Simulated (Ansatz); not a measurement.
## Enthalpy of formation of Ge₂Sb₂Te₅ (model structure, started from the Ge2Sb2Te5-Kooi type, P-3m1, No. 164, 9 atoms in the cell) at several levels of theory

No measured value is used here.

```
level (code)         value (eV/atom)
-------------------  ---------------
PBE (Ansatz)                  -0.107
PBEsol (Ansatz)               -0.110
PBE-D3(BJ) (Ansatz)       (withheld)
```

Some entries are withheld; supply them.


- PBE-D3(BJ) (Ansatz, a quantum-chemistry and plane-wave program), value (eV/atom): -0.117

Density-functional levels without +SOC have no spin–orbit coupling, which shifts binding energies of heavy elements. PBE-D3(BJ): a distance lies near a switch of the dispersion term, which can move the cell. Each level is taken at its own relaxed cell. Ansatz's density-functional and Hartree–Fock values are scalar-relativistic unless marked +SOC, with PAW data made under PBE.

A model structure was made by putting elements into a prototype or built by hand; it is no filed structure, need not be a known phase, and can be a saddle point held by its symmetry.
